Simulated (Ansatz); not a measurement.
Start from Ga2O3 in the corundum structure (space group R-3c, No. 167).

Space group R-3c, hexagonal axes (No. 167); a = b = 5.0003 Å, c = 13.4488 Å, α = β = 90.00°, γ = 120.00°

```tsv
atom	site	symmetry	x	y	z
Ga	12c	3.	0.0000	0.0000	0.1443
O	18e	.2	0.3028	0.3028	0.2500
```
(The calculation used a cell of 10 atoms; values per cell refer to that cell.)

Level of theory: PBEsol in Ansatz (plane waves to 420 eV, PAW, without spin-orbit coupling).

Strains are applied to the cell and any free atomic positions relax.

One change was made to it. Results:

The smallest direct gap goes up by 0.783 eV to 3.74 eV; the gap character stays indirect, Γ–S₀ (50 % along) → Γ; the electron mass changes from 0.22 mₑ (at Γ) to 0.26 mₑ (at Γ); the energy goes up by 33 meV/atom.

Task: What was done to the base?
A) isotropic strain −0.75 %
B) isotropic strain −3.00 %
C) isotropic strain −2.25 %
D) isotropic strain −1.50 %

Result: C, isotropic strain −2.25 %. For comparison, the electron mass in the other runs: isotropic strain −0.75 % gives 0.24 mₑ (at Γ); isotropic strain −1.50 % gives 0.25 mₑ (at Γ); isotropic strain −3.00 % gives 0.27 mₑ (at Γ).

Masses are band curvatures over ±0.01 Å⁻¹ around the edge. Whether these cells are dynamically stable was not tested.

Ansatz is a quantum-chemistry and plane-wave program.
